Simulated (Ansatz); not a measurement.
```
CELL_PARAMETERS angstrom
      0.00000     3.01320     3.01320
      3.01320     0.00000     3.01320
      3.01320     3.01320     0.00000
ATOMIC_POSITIONS crystal
  In 0.00000 0.00000 0.00000
  As 0.25000 0.25000 0.25000
```

No spin polarisation.

The values are results of PBEsol (Ansatz, a program for electronic structure), scalar-relativistic without spin-orbit coupling, not measurements. Settings: 9×9×9 k-points, 0.05 eV Fermi–Dirac smearing.

Problem. What band gap does the calculation give?

Solution. Zero.

Problem. What is the computed pressure?

Solution. 1.8 GPa.

Problem. What is the computed space group?

Solution. F-43m (No. 216).

The mesh was chosen for an insulator and is coarse for the gapless case. The cells carry an imposed strain or load. No phonon test of stability was made. The final runs are not spin-polarised. The cell was made from InAs in the zinc blende structure (space group F-43m, No. 216) by this change: isotropic strain −1.00 %. The zero or small gap of InAs can change with the level of theory.
